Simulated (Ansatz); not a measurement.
A self-consistent single point of Ag (Im-3m, 1 atom in the cell) with Ansatz (a first-principles code).

Level of theory: LDA (PW92), default PAW files made with PBE (plane waves; Ansatz).

```
Ag
1.0
   -1.66393     1.66393     1.66393
    1.66393    -1.66393     1.66393
    1.66393     1.66393    -1.66393
Ag
1
Direct
  0.00000   0.00000   0.00000
```

Reference input (self-consistent single point, DFT, LDA (PW92), plane waves, default PAW files made with PBE): basis.ecutwfc = 30.9 Ry; kpoints.mp_grid.grid = 14 14 14; hamiltonian.xc = lda; hamiltonian.pseudopotentials = {kind: paw} (the program's default PAW files); scf.occupations.method = fermi_dirac; scf.occupations.width = 0.0073 Ry. This run's input differs from it in these lines:

Ansatz 0.2 input:
```diff
@@ -12,3 +12,4 @@
   mp_grid:
-    grid: [14, 14, 14]
+    grid: [37, 37, 37]
+    shift: [0.5, 0.5, 0.5]
 hamiltonian:
```

Output, abridged:

```
SCF iter   1: F=—  HF=-7458.023297 eV  |F-HF|=—  |Δ(HF+E_count)|=         —  Δρ=1.41e-2  dr2=3.17e-2  ethr=1.77e-3  ⟨swp⟩=4.7  Hψ=91328  notcnv=0
all-band conjugate gradients solve this SCF's bands
preconditioner: auto → Kerker (q_TF=auto, 2.742 Å⁻¹)
SCF iter   2: F=—  HF=-7458.014675 eV  |F-HF|=—  |Δ(HF+E_count)|=   8.62e-3  Δρ=4.21e-3  dr2=1.97e-3  ethr=1.67e-4  ⟨swp⟩=2.3  Hψ=34522  notcnv=0  defer=61
SCF iter   3: F=—  HF=-7458.014080 eV  |F-HF|=—  |Δ(HF+E_count)|=   5.95e-4  Δρ=1.71e-3  dr2=1.82e-4  ethr=1.04e-5  ⟨swp⟩=1.6  Hψ=22538  notcnv=0  defer=63
SCF iter   4: F=—  HF=-7458.014034 eV  |F-HF|=—  |Δ(HF+E_count)|=   4.67e-5  Δρ=1.61e-4  dr2=2.21e-6  ethr=9.60e-7  ⟨swp⟩=2.1  Hψ=31066  notcnv=0  defer=64
SCF iter   5: F=—  HF=-7458.014039 eV  |F-HF|=—  |Δ(HF+E_count)|=   5.71e-6  Δρ=2.01e-5  dr2=8.12e-8  ethr=1.16e-8  ⟨swp⟩=2.7  Hψ=31269  notcnv=0  defer=64
SCF iter   6: F=-7458.014039 eV  HF=-7458.014039 eV  |F-HF|=1.44e-10  |Δ(HF+E_count)|=   1.57e-8  Δρ=3.00e-6  dr2=1.22e-9  ethr=4.28e-10  ⟨swp⟩=2.6  Hψ=60019  notcnv=0
SCF 1 converged in 6 iterations: F = -7458.014039 eV  dr2 = 1.22e-9
Free energy (F): -7458.014039 eV
Internal energy: -7458.004539 eV  (E = F + TS)
E sigma→0 (E₀):  -7458.009289 eV
Entropy (-TS):   -0.009500 eV (-9.500 meV/atom)
Fermi energy:    15.261423 eV
--- Forces (eV/Å), atoms counted from 1 ---
  atom   1  Ag     0.00000000    -0.00000000     0.00000000
--- Stress (GPa, compression-positive) ---
      -12.415263       0.000000       0.000000
        0.000000     -12.415263      -0.000000
        0.000000      -0.000000     -12.415263
  P = ⅓ Tr σ = -12.4153 GPa (-124.153 kbar)
  The stress holds the Pulay correction. Without it, at fixed plane waves, as pw.x and ABINIT print it: P = -12.4342 GPa
```

The run converged in 6 iterations. Against the reference run the free energy goes down by 6.2 meV/atom and the pressure goes from -12.25 to -12.42 GPa.

The starting cell comes from a database of computed structures (which also holds hypothetical and non-ambient phases and stackings), without a prior relaxation at this level. Its lattice was rescaled by up to half a per cent. Ansatz's pressure includes its estimate of the finite-basis (Pulay) stress.
